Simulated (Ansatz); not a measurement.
The reference is BaO in the rock salt structure (space group Fm-3m, No. 225; a = 5.490 Å).

Modification: cell and atoms relaxed at a pressure of 22.5 GPa.

Method: Kohn–Sham DFT with the PBEsol functional, run in Ansatz (a first-principles code) with PAW and 420 eV plane waves, no spin-orbit coupling.

Base, band edges from the VBM (valence, conduction): X 0.00, 1.84; W -0.24, 4.43; L -1.63, 4.92; Γ -0.54, 3.53; K -0.16, 3.27; U -0.16, 3.27 eV.

**Question.** Give the band edges at the high-symmetry points of the new zone, measured from its valence-band maximum.

**Answer.** 
| point | valence edge (eV) | conduction edge (eV) |
|---|---|---|
| Γ | -1.26 | 4.32 |
| X | 0.00 | 0.90 |
| U | -0.26 | 2.69 |
| K | -0.26 | 2.69 |
| L | -2.75 | 4.92 |
| W | -0.41 | 4.11 |

The gap is 0.90 eV, direct at X.

Load acts through the strain it causes; cell and atoms are relaxed under it. Stability against distortions was not tested. No other phases were tried under pressure.
